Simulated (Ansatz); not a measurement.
The starting structures come from a database of crystals and need not be the phases stable at ambient conditions.

 Where the default PAW files enter, the runs use the earlier of Ansatz's two default sets.

Here is the system:

```
TiO2
1.0
    4.54535     0.00000     0.00000
    0.00000     4.90920     0.00000
    0.00000     0.00000     5.51962
Ti O
4 8
Direct
  0.50000   0.75000   0.67299
  0.50000   0.25000   0.32701
  0.00000   0.25000   0.82701
  0.00000   0.75000   0.17299
  0.27145   0.08135   0.61828
  0.72855   0.91865   0.38172
  0.22855   0.58135   0.88172
  0.77145   0.41865   0.11828
  0.77145   0.91865   0.88172
  0.22855   0.08135   0.11828
  0.72855   0.41865   0.61828
  0.27145   0.58135   0.38172
```

Space group of this cell: Pbcn. The cell is taken as given; by r2SCAN its mean pressure is -1.1 GPa.

All values below come from r2SCAN (plane waves, PAW; Ansatz, a first-principles code).

The current runs along the normal of the first two printed vectors; no spin-orbit coupling. Scaled by the factor s: both lengths across the current (ions clamped). Meshes 8×6×6 and 8×6 across the current in all rows.

```csv
s,mean pressure (GPa),band gap (eV)
0.98,10.3,3.15
1.00,-1.1,2.99
1.02,-10.5,?
```

Question: Take the slope of the band gap against ln s from the two given rows, extrapolate to s = 1.02, and say what the run there gives.

Answer: Slope = (3.15 − 2.99) / ln 0.98 = -7.92 eV. The line gives 2.99 + (-7.92) × ln 1.02 = 2.83 eV. The run gives 2.79 eV, 0.04 eV under the line, 28 % of the predicted step.
